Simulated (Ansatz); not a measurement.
The cell is built on a prototype and need not be the phase stable at ambient conditions.

By PBEsol, the system below comes out a metal.

A figure of merit of an interconnect metal is its ballistic conductance per area.

Given:

```yaml
crystal:
  lattice:
    - [4.84675, 0.00000, 0.00000]
    - [0.00000, 6.85434, 0.00000]
    - [2.42338, 3.42717, 2.42338]
  atoms:
    - { symbol: Y, position: [0.50000, 0.75000, 0.00000] }
    - { symbol: Y, position: [0.00000, 0.50000, 0.00000] }
```

Space group of this cell: Fd-3m, diamond. The cell was relaxed by PBE-D3(BJ).

The current flows along the normal of the first two printed cell vectors. No spin-orbit coupling; the value is a mean over 0.1 eV about the Fermi level.

State the ballistic conductance per area according to Ansatz (an electronic-structure program) with PBEsol.

0.70 × 10¹⁵ S/m² for both spins.
